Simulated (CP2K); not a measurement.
## CP2K run on LaP (Fm-3m, 2 atoms in the cell): self-consistent single point

Computed with PBEsol, GPW, DZVP-MOLOPT-SR-GTH basis, GTH-PBE potentials (GTH_POTENTIALS) run with CP2K.

The input file:

```
&GLOBAL
  PROJECT lap
  RUN_TYPE ENERGY_FORCE
  PRINT_LEVEL MEDIUM
&END GLOBAL
&FORCE_EVAL
  METHOD Quickstep
  STRESS_TENSOR ANALYTICAL
  &DFT
    BASIS_SET_FILE_NAME BASIS_MOLOPT
    BASIS_SET_FILE_NAME BASIS_MOLOPT_UCL
    POTENTIAL_FILE_NAME GTH_POTENTIALS
    &QS
      METHOD GPW
      EPS_DEFAULT 1E-10
    &END QS
    &MGRID
      CUTOFF 500
      REL_CUTOFF 50
      NGRIDS 5
    &END MGRID
    &SCF
      SCF_GUESS ATOMIC
      EPS_SCF 1E-6
      MAX_SCF 100
      ADDED_MOS 4
      &DIAGONALIZATION
        ALGORITHM STANDARD
      &END DIAGONALIZATION
      &MIXING
        METHOD BROYDEN_MIXING
        ALPHA 0.3
        NBUFFER 12
      &END MIXING
      &SMEAR ON
        METHOD GAUSSIAN
        SIGMA [eV] 0.05
      &END SMEAR
    &END SCF
    &KPOINTS
      SCHEME MONKHORST-PACK 7 7 7
    &END KPOINTS
    &XC
      &XC_FUNCTIONAL
        &PBE
          PARAMETRIZATION PBESOL
        &END PBE
      &END XC_FUNCTIONAL
    &END XC
    &PRINT
      &MO
        EIGENVALUES T
        OCCUPATION_NUMBERS T
        NDIGITS 8
        FILENAME mo
        &EACH
          QS_SCF 0
        &END EACH
        ADD_LAST NUMERIC
      &END MO
      &MULLIKEN ON
      &END MULLIKEN
    &END PRINT
  &END DFT
  &SUBSYS
    &CELL
      A 4.26031800 0.00000000 0.00000000
      B 2.13015900 3.68954400 0.00000000
      C 2.13015900 1.22984800 3.47853500
      PERIODIC XYZ
    &END CELL
    &COORD
      SCALED
      P        0.50000000     0.50000000     0.50000000
      La       0.00000000     0.00000000     0.00000000
    &END COORD
    &KIND P
      BASIS_SET DZVP-MOLOPT-SR-GTH-q5
      POTENTIAL GTH-PBE-q5
    &END KIND
    &KIND La
      BASIS_SET DZVP-MOLOPT-SR-GTH-q11
      POTENTIAL GTH-PBE-q11
    &END KIND
  &END SUBSYS
  &PRINT
    &FORCES ON
    &END FORCES
    &STRESS_TENSOR ON
    &END STRESS_TENSOR
  &END PRINT
&END FORCE_EVAL
```

Output, abridged:

```
 GLOBAL| Method name                                                        CP2K
 GLOBAL| Project name                                                        lap
 GLOBAL| Run type                                                   ENERGY_FORCE

 CELL| Volume [angstrom^3]:                                            54.677807
 CELL| Vector a [angstrom]:       4.260     0.000     0.000   |a| =     4.260318
 CELL| Vector b [angstrom]:       2.130     3.690     0.000   |b| =     4.260318
 CELL| Vector c [angstrom]:       2.130     1.230     3.479   |c| =     4.260318
 CELL| Angle (b,c), alpha [degree]:                                    59.999999
 CELL| Angle (a,c), beta  [degree]:                                    60.000000
 CELL| Angle (a,b), gamma [degree]:                                    60.000003
 CELL| Numerically orthorhombic:                                              NO
 CELL| Periodicity                                                           XYZ

 DFT| Spin restricted Kohn-Sham (RKS) calculation                            RKS
 DFT| Multiplicity                                                             1
 DFT| Number of spin states                                                    1
 DFT| Charge                                                                   0
 DFT| XC density smoothing                                                  NONE
 DFT| XC derivatives                                                          PW

 QS| Method:                                                                 GPW
 QS| Density plane wave grid type                        NON-SPHERICAL FULLSPACE
 QS| Number of grid levels:                                                    5
 QS| Density cutoff [a.u.]:                                                250.0
 QS| Multi grid cutoff [a.u.]: 1) grid level                               250.0
   [... lines left out ...]
 BRILLOUIN| Wavefunction type                                            COMPLEX
 BRILLOUIN| List of Kpoints [2 Pi/Bohr]                                      172
 BRILLOUIN| Number           Weight            X              Y              Z
 BRILLOUIN|     1           0.00583       -0.42857       -0.42857       -0.42857
 BRILLOUIN|     2           0.00583       -0.42857       -0.42857       -0.28571
 BRILLOUIN|     3           0.00583       -0.42857       -0.42857       -0.14286
   [... 169 lines left out ...]
 *******************************************************************************

 Extrapolation method: initial_guess

 Re-scaling the density matrix to get the right number of electrons
                  # Electrons              Trace(P)               Scaling factor
                           16                16.000                        1.000

 Number of electrons:                                                         16
 Number of occupied orbitals:                                                  8
 Number of molecular orbitals:                                                12

 Number of orbital functions:                                                 39
 Number of independent orbital functions:                                     39
 SCF WAVEFUNCTION OPTIMIZATION

  Step     Update method      Time    Convergence         Total energy    Change
     1 NoMix/Diag. 0.30E+00      -     1.26690457       -38.5948304673 -3.86E+01
     2 Broy./Diag. 0.30E+00      -     0.10595924       -38.2742334316  3.21E-01
     3 Broy./Diag. 0.30E+00      -     0.05349134       -38.3188459012 -4.46E-02
     4 Broy./Diag. 0.30E+00      -     0.00424438       -38.3108851857  7.96E-03
     5 Broy./Diag. 0.30E+00      -     0.00119897       -38.3111213781 -2.36E-04
     6 Broy./Diag. 0.30E+00      -     0.00021682       -38.3118298679 -7.08E-04
     7 Broy./Diag. 0.30E+00      -     0.00013033       -38.3121334069 -3.04E-04
     8 Broy./Diag. 0.30E+00      -     0.00001019       -38.3120550307  7.84E-05
     9 Broy./Diag. 0.30E+00      -     0.00000363       -38.3120173136  3.77E-05
    10 Broy./Diag. 0.30E+00      -     0.00000071       -38.3120169925  3.21E-07
  *** SCF run converged in    10 steps ***

  Electronic density on regular grids:        -15.9999999997        0.0000000003
  Core density on regular grids:               15.9999999979       -0.0000000021
  Total charge density on r-space grids:       -0.0000000018
  Total charge density g-space grids:          -0.0000000018

  Overlap energy of the core charge distribution:               0.00000000000001
  Self energy of the core charge distribution:                -80.20173812636602
  Core Hamiltonian energy:                                     16.03595580517170
  Hartree energy:                                              31.84746366289789
  Exchange-correlation energy:                                 -5.99366226265711
  Smearing free energy correction:                             -0.00003607160173
  Fermi energy:                                                 0.26529635985403

  Total energy:                                               -38.31201699252910
  Total energy (extrapolated to sigma->0):                    -38.31199895672823

                     Mulliken Population Analysis

 #  Atom  Element  Kind  Atomic population                           Net charge
       1     P        1          5.438607                             -0.438607
       2     La       2         10.561393                              0.438607
 # Total charge                             16.000000                  0.000000

 ENERGY| Total FORCE_EVAL ( QS ) energy [hartree]            -38.312021134711493

 FORCES| Atomic forces [hartree/bohr]
 FORCES|   Atom     x               y               z               |f|
 FORCES|      1  2.39199306E-16 -5.46892358E-15  6.01263352E-15   8.13130391E-15
 FORCES|      2  1.62936756E-14  1.76448454E-14  3.72973109E-15   2.43050474E-14
 FORCES| Sum     1.65328749E-14  1.21759218E-14  9.74236460E-15
 FORCES| Total atomic force                                       2.27266956E-14

 STRESS| Analytical stress tensor [bar]
 STRESS|                        x                   y                   z
 STRESS|      x       -7.22106640712E+03   1.86838739082E-01   1.32114590651E-01
 STRESS|      y        1.86838739082E-01  -7.22091066381E+03   4.73877156879E-01
 STRESS|      z        1.32114590651E-01   4.73877156879E-01  -7.22107024866E+03
 STRESS| 1/3 Trace                                            -7.22101577320E+03
```

The run converged in 10 iterations.

The starting cell comes from a database of published, mostly measured structures (it also holds non-ambient and calculated ones), without a prior relaxation at this level. Values carry the incompleteness of an atom-centred basis. The potentials were made for another functional than the one used.

Cost on one core of a shared machine: roughly 70 s.
